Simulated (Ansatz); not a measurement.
System: MgZnO2 (P3m1, No. 156, 4 atoms in the cell; start mp-1221905). Method: PBEsol in Ansatz (plane waves, PAW).

Run with plane-wave cutoff 520 eV, 12×12×8 k mesh (along the axes of the cell as run), Fermi–Dirac smearing 0.01 eV, scalar-relativistic PAW data made under PBE.

Cell (relaxed at this level):

```cif
data_MgO2Zn
_chemical_formula_sum 'Mg1 Zn1 O2'
_space_group_name_H-M_alt 'P 1'
_space_group_IT_number 1
_cell_length_a 3.26511
_cell_length_b 3.26511
_cell_length_c 5.12437
_cell_angle_alpha 90.000
_cell_angle_beta 90.000
_cell_angle_gamma 120.000
loop_
_space_group_symop_operation_xyz
  'x, y, z'
loop_
_atom_site_label
_atom_site_type_symbol
_atom_site_fract_x
_atom_site_fract_y
_atom_site_fract_z
_atom_site_occupancy
Mg1 Mg 0.33333 0.66667 0.49612 1
Zn1 Zn 0.66667 0.33333 0.00285 1
O1 O 0.33333 0.66667 0.88465 1
O2 O 0.66667 0.33333 0.38837 1
```

Problem. Estimate the band gap that the calculation returns.

Solution. 
* **band gap**: 1.71 eV (direct)

The computed numbers hold no vibrational or temperature effects.

Cost on a shared machine: very roughly 13 core-seconds.

A start named mp-… is a Materials Project structure, which need not be a measured phase.

Ansatz is an electronic-structure program.
